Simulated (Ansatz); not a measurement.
The reference is GaN in the zinc blende structure (space group F-43m, No. 216).

```cif
data_Ga4N4
_chemical_formula_sum 'N4 Ga4'
_space_group_name_H-M_alt 'F-43m'
_space_group_IT_number 216
_space_group_name_Hall 'F -4 2 3'
_cell_length_a 4.49791
_cell_length_b 4.49791
_cell_length_c 4.49791
_cell_angle_alpha 90.000
_cell_angle_beta 90.000
_cell_angle_gamma 90.000
loop_
_atom_site_label
_atom_site_type_symbol
_atom_site_symmetry_multiplicity
_atom_site_Wyckoff_symbol
_atom_site_fract_x
_atom_site_fract_y
_atom_site_fract_z
_atom_site_occupancy
N1 N 4 c 0.25000 0.25000 0.25000 1
Ga1 Ga 4 a 0.00000 0.00000 0.00000 1
```
(The calculation used a cell of 2 atoms; values per cell refer to that cell.)

Levels (all Ansatz, a program for electronic structure, PAW): r2SCAN (500 eV, no SOC); HSE06 (420 eV, spin-orbit coupling left out).

The geometry is relaxed with r2SCAN.

| Item | Value |
|---|---|
| r2SCAN lowest conduction level above the VBM at special points | Γ 2.17 eV; X 3.77 eV; L 5.22 eV |

With HSE06 at the same geometry, the lowest conduction level above the VBM at special points becomes Γ 3.00 eV; X 4.45 eV; L 6.12 eV (r2SCAN: Γ 2.17 eV; X 3.77 eV; L 5.22 eV).

Single points use the geometry relaxed with r2SCAN. The levels and masses belong to the bands next to the band gap. Stability against distortions was not tested. This is not the structure that GaN has at room temperature and ambient pressure.
